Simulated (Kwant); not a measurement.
## GaN/Al0.2Ga0.8N stack with 1 barrier

Device: GaN/Al0.2Ga0.8N stack with 1 barrier. One parabolic valley. Leads of mass 0.2 mₑ with the band edge at 0; grid 0.1 nm; bias swept from 0.014 to 0.43979 V, dropping linearly over the stack. Emitter Fermi level 0.068 eV, 4 K, equal in the collector.

```json
[
 {"layer": "1", "thickness (nm)": "1.3", "band offset (eV)": "0.35", "mass (mₑ)": "0.22"}
]
```

Constants are typed, rounded textbook-type inputs, not results; the design itself was drawn at random and stands for no fabricated device.

Kwant, one-band effective-mass tight-binding model in one dimension, coherent, no space charge, current by the Tsu-Esaki formula.

| bias (V) | J (A/cm²) |
|---|---|
| 0.01400 | 139000 |
| 0.03766 | 325000 |
| 0.06131 | 433000 |
| 0.08497 | 494000 |
| 0.1086 | 550000 |
| 0.1323 | 604000 |
| 0.1559 | 656000 |
| 0.1796 | 707000 |
| 0.2032 | 757000 |
| 0.2269 | 807000 |
| 0.2505 | 856000 |
| 0.2742 | 905000 |
| 0.2979 | 955000 |
| 0.3215 | 1000000 |
| 0.3452 | 1050000 |
| 0.3688 | 1100000 |
| 0.3925 | 1150000 |
| 0.4161 | 1210000 |
| 0.4398 | 1260000 |
